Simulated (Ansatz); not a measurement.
System: interstitial Na in corundum (charge state +1). Calculation: PBE, PAW (plane waves to 420 eV; Ansatz, a program for electronic structure).

Settings: 120 host sites, the relaxed PBE lattice, the Γ point alone, smearing 0.01 eV, spin-restricted, no image-charge correction. Energies are static. The charge state is imposed; whether it is stable for some Fermi level was not computed. Sites that were not tried may lie lower. The start lies 0.79 eV above the lowest site run (PBE).

Barriers: single points on a 2×2×2 k-point mesh shifted by half a step along c at the bands' geometries.

The step: several atoms move together, Na the farthest; the atom moves 2.78 Å along (0.33, 0.67, 0.01) of the unit cell; at the start the Na atom holds a host Al site and a host atom stands off its site; at the end the Na atom holds a host Al site and a host atom stands off its site; the moving atom starts with neighbours Al at 2.21, Al at 2.40; 3 O at 2.02, 3 O at 2.13 Å and ends with Al at 2.21, Al at 2.40; 3 O at 2.02, 3 O at 2.13 Å.

Q: Give the migration barrier of this step at the level PBE, PAW.

A: 2.09 eV, the same both ways. At the saddle the moving atom has neighbours O at 1.84, O at 1.93, O at 2.02, O at 2.14 Å. The saddle point's order was not checked.
